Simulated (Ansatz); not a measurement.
```
CELL_PARAMETERS angstrom
      3.50078     0.00000     0.00000
     -1.75039     3.03177     0.00000
      0.00000     0.00000    14.69383
ATOMIC_POSITIONS crystal
  Ga 0.33333 0.66667 0.33170
  Ga 0.66667 0.33333 0.66830
  Ga 0.66667 0.33333 0.83170
  Ga 0.33333 0.66667 0.16830
  S  0.33333 0.66667 0.90645
  S  0.66667 0.33333 0.09355
  S  0.66667 0.33333 0.40645
  S  0.33333 0.66667 0.59355
```

Computed with PBEsol+D3BJ, rigid bands (plane waves, PAW, scalar-relativistic; Ansatz, an electronic-structure program). Condition of this run: hydrostatic pressure 2 GPa (the target of the relaxation). How the cell was made: cell and atoms relaxed with PBEsol+d3bj, then loaded as said.

Question: What conductivity effective mass do dilute electrons have at 300 K?

Answer: 0.43 (x), 0.43 (y), 0.51 (z) mₑ.

Question: What conductivity effective mass do dilute holes have at 300 K?

Answer: 1.73 (x), 1.73 (y), 0.153 (z) mₑ.

Question: And the band gap?

Answer: 1.09 eV at this level; semilocal functionals usually fall short of the measured gap.

Rigid bands, one relaxation time for all states, no polarons. Spin-orbit coupling is left out; where it splits the top of the valence band it changes the hole mass and lowers the gap by about a third of the splitting. Geometry: cell and atoms relaxed with PBEsol+D3(BJ).

Formula and space group known from diffraction (Crystallography Open Database), not checked to be the room-temperature form: GaS under load (space group P6_3/mmc). PBEsol with a dispersion correction tends to overbind, so the cell can be several per cent short, in bad cases over ten, which usually narrows a gap: GaS under load (space group P6_3/mmc).
